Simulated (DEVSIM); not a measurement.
Structure: Ti/SiO2/n-Si capacitor, at 300 K.

Layer 1 from the left is SiO2, thickness (nm) 15.0. Layer 2 from the left is Si, thickness (nm) 520, Nd (cm⁻³) 2.4e17.

Metal gate on the left, work function 4.33 eV. Fixed charge at the semiconductor interface -3.4e11 cm⁻² (in units of +e); no interface traps.

Constants are typed, rounded textbook-type inputs, not results; the design itself was drawn at random and stands for no fabricated device. Values at 300 K.

SiO2: gap (eV) 9, affinity (eV) 0.9, permittivity 3.9. Si: gap (eV) 1.124, affinity (eV) 4.05, permittivity 11.7, Nc (cm⁻³) 2.86e19, Nv (cm⁻³) 3.1e19.

Simulated with DEVSIM: 1D Poisson equation in equilibrium, Boltzmann statistics, complete ionisation; no quantum confinement or tunnelling. Metal contacts follow the ideal Schottky-Mott rule: no Fermi-level pinning, no interface dipoles.

### Question
What does the simulation give for the flat-band voltage, the minimum of the low-frequency capacitance?

### Answer
flat-band voltage 0.39 V; minimum of the low-frequency capacitance 0.0982 μF/cm².
